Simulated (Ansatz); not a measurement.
# Zinc-blende KF (model structure)

The numbers are results of PBE-D3(BJ) (PAW; Ansatz, an electronic-structure program), not measurements.

Numerical settings: plane-wave cutoff 500 eV, 10×10×10 k mesh, gaussian smearing 0.02 eV, scalar-relativistic PAW data made under PBE.

Cell (relaxed at this level):

```
KF
1.0
    0.00000     2.94279     2.94279
    2.94279     0.00000     2.94279
    2.94279     2.94279     0.00000
K F
1 1
Direct
  0.00000   0.00000   0.00000
  0.25000   0.25000   0.25000
```

```json
{
  "band_gap": "5.15 eV (on the SCF k mesh)"
}
```

Note: the relaxation could raise the start's symmetry but not lower it, so the cell can be a saddle point.

Static lattice: no zero-point or thermal effects.

It cost roughly 16 core-seconds of CPU time.

A model structure was made by putting elements into a prototype or built by hand; it is no filed structure, need not be a known phase, and can be a saddle point held by its symmetry.
